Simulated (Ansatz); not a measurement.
GaN (P6_3mc), r2SCAN with spin-orbit coupling, rigid bands (Ansatz, a program for electronic structure): N_c = 2.13e18 cm⁻³ at 300 K and an electron conductivity mass of 0.200 mₑ along x (a = (3.18, 0.00, 0.00) Å; b = (-1.59, 2.76, 0.00) Å; c = (0.00, 0.00, 5.19) Å).

For 1e16 electrons per cm³ at 300 K, place the Fermi level, estimate the Seebeck coefficient of a parabolic band with constant τ, and give mobility and conductivity for τ = 50 fs.

The level lies k_BT ln(N_c/n) = 0.139 eV below the conduction-band minimum. S ≈ −(k_B/e)[ln(N_c/n) + 5/2] = -677 μV/K, against -672 μV/K from the full bands (mean over directions). μ = eτ/m = 440 cm²/(V·s) and σ = neμ = 0.704 S/cm. τ is assumed, not computed.

Band transport and this doping are assumed; polarons and phonon drag are left out. Geometry: cell and atoms relaxed with PBEsol.
